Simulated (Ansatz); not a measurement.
Output of an Ansatz run (abridged):

```
WARN ansatz: RAYON_NUM_THREADS=1 ignored (pool sized by the plan → 1); use --threads N
Pseudopotentials: kind: paw
Pseudopotential: Cu, paw, valence charge 19
Pseudopotential: Sn, paw, valence charge 14
Crystal: 4 atoms, lattice volume = 57.734 Å³
Basis set: ecut = 420 eV, 1139 PW (Γ)
Bands: 43, of which v1, the nominal top of the filled ones, is band 36 counted from 1 (35 counted from 0)
Symmetry: 8 space group operations
Space group: I4mm (ITA 107), of the structure as read, at distance tolerance 3.9e-5 Å
k-points: 75 of 729 (time reversal used)
PAW frozen core: Cu, regenerated for the run's functional, and the local potential with it
PAW frozen core: Sn, regenerated for the run's functional, and the local potential with it
Initial density: superposition of atomic densities (neutral atoms: chi_scale 0, normalization atom), corrected by the library's trained network
Initial wavefunctions: pseudopotential atomic-orbital guess
Eigensolver: davidson
Functional: x = slater, c = lda
SCF iter   1: F=—  HF=-25546.335609 eV  |F-HF|=—  |Δ(HF+E_count)|=         —  Δρ=1.76e-2  dr2=7.86e-2  ethr=1.77e-3  ⟨swp⟩=6.3  Hψ=11939  notcnv=0  defer=18
all-band conjugate gradients solve this SCF's bands
preconditioner: auto → none
SCF iter   2: F=—  HF=-25546.316038 eV  |F-HF|=—  |Δ(HF+E_count)|=   1.96e-2  Δρ=2.98e-3  dr2=3.68e-3  ethr=1.11e-4  ⟨swp⟩=2.9  Hψ=6864  notcnv=0  defer=102
SCF iter   3: F=—  HF=-25546.314766 eV  |F-HF|=—  |Δ(HF+E_count)|=   1.27e-3  Δρ=1.87e-3  dr2=7.74e-4  ethr=5.18e-6  ⟨swp⟩=2.0  Hψ=4476  notcnv=0  defer=102
SCF iter   4: F=—  HF=-25546.314721 eV  |F-HF|=—  |Δ(HF+E_count)|=   4.55e-5  Δρ=3.26e-4  dr2=2.65e-5  ethr=1.09e-6  ⟨swp⟩=1.0  Hψ=3125  notcnv=0  defer=102
SCF iter   5: F=—  HF=-25546.314705 eV  |F-HF|=—  |Δ(HF+E_count)|=   1.61e-5  Δρ=7.21e-5  dr2=1.76e-6  ethr=3.73e-8  ⟨swp⟩=2.0  Hψ=5121  notcnv=0  defer=102
SCF iter   6: F=-25546.314704 eV  HF=-25546.314704 eV  |F-HF|=1.83e-8  |Δ(HF+E_count)|=   3.96e-7  Δρ=8.05e-6  dr2=1.57e-8  ethr=1.41e-10  ⟨swp⟩=7.3  Hψ=16082  notcnv=0
SCF 1 converged in 6 iterations: F = -25546.314704 eV  dr2 = 1.57e-8
SCF converged after 6 iterations
Free energy (F): -25546.314704 eV
Harris-Foulkes:  -25546.314704 eV  (|F-HF|=1.83e-8)
Internal energy: -25546.289643 eV  (E = F + TS)
E sigma→0 (E₀):  -25546.302174 eV
Entropy (-TS):   -0.025062 eV (-6.265 meV/atom)
Fermi energy:    15.661096 eV
--- Per-component energies (eV) ---
  E_band       = -1176.701926
  E_kinetic    = 1091.541449
  E_local      = -13802.294966  (includes V_loc(G=0)·N_el)
  E_nonlocal   = 1166.356047
  E_hartree    = 6273.351167
  E_xc         = -644.802238
  E_vxc        = -443.603245  (∫ρ·V_xc dr)
  E_paw        = -8788.016819  (= ΣΔE_a)
  E_vpaw       = -1735.403828  (= ΣTr[D̂ρ^β])
  E_aug_tail   = 0.000578  (compensation charges beyond the density's cutoff)
  E_ewald      = -10844.198738
  E_core_change = 1.773878  (= ΣΔE_core)
  E_smearing   = -0.025062  (= −TS)
  E_closure    = -0.000000  (closes the sum)
  Σ components = -25546.314704   (vs F -25546.314704, Δ=0.00e0)
--- Forces (eV/Å), atoms counted from 1 ---
  atom   1  Cu     0.00000000     0.00000000    -0.08635261
  atom   2  Cu     0.00000000    -0.00000000     0.03225482
  atom   3  Cu     0.00000000     0.00000000     0.03225482
  atom   4  Sn    -0.00000000     0.00000000     0.02183931
  max |Σ_I F_I| component: 3.67e-6 eV/Å
--- Stress (GPa, compression-positive) ---
       -8.884450       0.000000       0.000000
        0.000000      -8.884450       0.000000
        0.000000      -0.000000      -8.883411
  P = ⅓ Tr σ = -8.8841 GPa (-88.841 kbar)
  The stress holds the Pulay correction. Without it, at fixed plane waves, as pw.x and ABINIT print it: P = -8.9779 GPa
--- Band table (eV; the first three rows and the last of 75) ---
  k-point 0: bands = ["-96.7059", "-96.7050", "-96.2816", "-54.5323", "-54.5323", "-54.5313", "-54.5268", "-54.5261", "-54.5261", "-54.1078", "-54.1073", "-54.1073", "-5.9305", "-5.9304", "-5.9304", "-5.8802", "-5.8801", "4.2412", "11.0073", [...]
  k-point 1: bands = ["-96.7058", "-96.7051", "-96.2816", "-54.5322", "-54.5322", "-54.5312", "-54.5269", "-54.5262", "-54.5261", "-54.1078", "-54.1074", "-54.1073", "-5.9305", "-5.9294", "-5.9293", "-5.8799", "-5.8797", "4.3880", "10.8733", [...]
  k-point 2: bands = ["-96.7058", "-96.7051", "-96.2816", "-54.5320", "-54.5320", "-54.5309", "-54.5273", "-54.5264", "-54.5263", "-54.1078", "-54.1074", "-54.1073", "-5.9305", "-5.9268", "-5.9267", "-5.8789", "-5.8788", "4.8193", "10.4088", [...]
  k-point 74: bands = ["-96.7056", "-96.7053", "-96.2817", "-54.5331", "-54.5331", "-54.5322", "-54.5256", "-54.5255", "-54.5255", "-54.1083", "-54.1071", "-54.1070", "-5.9412", "-5.9130", "-5.9122", "-5.8884", "-5.8693", "7.0572", "8.9849", [...]
```

The structure:

```xyz
4
Lattice="0.0000 3.0676 3.0676 3.0676 0.0000 3.0676 3.0676 3.0676 0.0000" Properties=species:S:1:pos:R:3 pbc="T T T"
Cu     3.0676     3.0676     3.1176
Cu     4.6014     4.6014     4.6014
Cu     1.5338     1.5338     1.5338
Sn     0.0000     0.0000     0.0000
```

Question: What input produced this log?

Answer: Other spellings and defaults could give the same log, and not every line can be read from it. The input that was run (DFT, LDA (PW92), plane waves, default PAW files made with PBE):

Ansatz 0.2 input:
```yaml
crystal:
  lattice:
    - [0.000000, 3.067610, 3.067610]
    - [3.067610, 0.000000, 3.067610]
    - [3.067610, 3.067610, 0.000000]
  atoms:
    - { symbol: Cu, position: [0.508150, 0.508150, 0.491850] }
    - { symbol: Cu, position: [0.750000, 0.750000, 0.750000] }
    - { symbol: Cu, position: [0.250000, 0.250000, 0.250000] }
    - { symbol: Sn, position: [0.000000, 0.000000, 0.000000] }
basis:
  ecutwfc: 420.0
kpoints:
  mp_grid:
    grid: [9, 9, 9]
hamiltonian:
  xc: lda
  pseudopotentials:
    kind: paw
scf:
  occupations:
    method: fermi_dirac
    width: 0.1
output:
  forces: true
  eigenvalues: true
  stress: true
```

The starting cell comes from a database of computed structures (which also holds hypothetical and non-ambient phases and stackings), without a prior relaxation at this level. Its lattice was rescaled by up to half a per cent. One atom was moved a little off its site on purpose. Spin polarisation is off. With a pressure of about -9 GPa the cell is away from its equilibrium volume at this level. Ansatz's pressure includes its estimate of the finite-basis (Pulay) stress.

Ansatz is an electronic-structure program.
